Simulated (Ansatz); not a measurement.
Consider CdTe in the wurtzite structure (space group P6_3mc, No. 186; a cell from a computed database, its experimental status unchecked).

```
CELL_PARAMETERS angstrom
      4.63214     0.00000     0.00000
     -2.31607     4.01155     0.00000
      0.00000     0.00000     7.59674
ATOMIC_POSITIONS crystal
  Cd 0.33333 0.66667 0.00028
  Cd 0.66667 0.33333 0.50028
  Te 0.33333 0.66667 0.37472
  Te 0.66667 0.33333 0.87472
```

Cartesian axes are those of the cell as printed.

Method: Kohn–Sham DFT with the r2SCAN functional, run in Ansatz (an electronic-structure program) with PAW and 500 eV plane waves, spin-orbit coupling left out, earlier PAW set.

Before the change:

| Item | Value |
|---|---|
| Gap character | direct at Γ |

Perturbation: uniaxial strain ε_zz = +3.96 %, all other strain components held at zero, atoms relaxed at fixed cell.

**Question.** What happens to the stress and gap character?

**Answer.** The stress (xx, yy, zz, yz, xz, xy; compression positive) comes out as (-0.89, -0.89, -2.56, 0.00, 0.00, 0.00) GPa; the gap character stays direct at Γ.

With Te present, leaving out spin-orbit coupling can change the band edges. Whether these cells are dynamically stable was not tested. This is not the structure that CdTe has at room temperature and ambient pressure.
